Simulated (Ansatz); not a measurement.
Start from Pt in the fcc (Cu type) structure (space group Fm-3m, No. 225; a = 3.940 Å).

Structures relaxed with plane-wave PAW DFT at the r2SCAN level (Ansatz, a program for electronic structure, 500 eV), scalar-relativistic without spin-orbit coupling.

Base:

Simulated powder pattern, Cu Kα, λ = 1.54184 Å (kinematic, ideal powder, no thermal factors, no anomalous dispersion; the 14 strongest lines at most, above 2 %, up to 2θ = 90°):

```
2θ (°)  I/Imax (%)    hkl
------  ----------  -----
39.62          100  (111)
46.07           49  (200)
67.20           33  (220)
80.92           40  (311)
85.34           12  (222)
```

After one change:

Simulated powder pattern, Cu Kα, λ = 1.54184 Å (kinematic, ideal powder, no thermal factors, no anomalous dispersion; the 14 strongest lines at most, above 2 %, up to 2θ = 90°):

| 2θ (°) | I/Imax (%) |
|---|---|
| 39.77 | 100 |
| 46.25 | 49 |
| 67.47 | 33 |
| 81.27 | 40 |
| 85.72 | 12 |

Name the change that was made.
A. pressure 3 GPa
B. pressure 7 GPa
C. pressure −2 GPa
D. pressure −1 GPa

A, pressure 3 GPa. Its volume per atom is 15.13 Å³ against 15.29 Å³, and its space group is Fm-3m (No. 225).

Load acts through the strain it causes; cell and atoms are relaxed under it. Whether these cells are dynamically stable was not tested. Competing high-pressure phases were not computed. All final runs are without spin polarisation.
